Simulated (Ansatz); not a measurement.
CH3 on the 1x1 (111) surface of fcc Ir, one in a 2x2 cell, started at the site 'hollow Ir-Ir-Ir over Ir at depth 2.2 Å'

Calculation: PBE (plane waves to 420 eV, PAW; Ansatz, a program for electronic structure).

Slab: 20 atoms, 6.6 Å thick at the start under the adsorbate (thin: gaps and levels are the slab's own); k 6x6x1, smearing 0.1 eV, dipole-corrected; 8 atoms held, the rest relaxed; start symmetry kept, larger cells not searched; no spin, no spin-orbit, no U, no dispersion correction. At the end it is bonded to 3 Ir. In PBE this state lies 0.46 eV over the lowest of the starts that converged ('top Ir').

adsorption energy against CH4(g) − ½ H2(g): 1.10 eV
work function of the top face: 3.77 eV
change of the work function: -1.72 eV
change of the step from the bottom to the top vacuum level, against the clean slab: -1.71 eV
energy released by relaxation: 0.66 eV
height of the binding atom over the mean of the host atoms within 0.3 Å of the top one: 174.0 pm
nearest host atoms of the binding atom: Ir at 2.33 Å, Ir at 2.33 Å, Ir at 2.33 Å
largest move of a host atom: 0.03 Å
cost: roughly 8 core-minutes

A negative adsorption energy means that the adsorbate is more stable on the surface than in its reference.
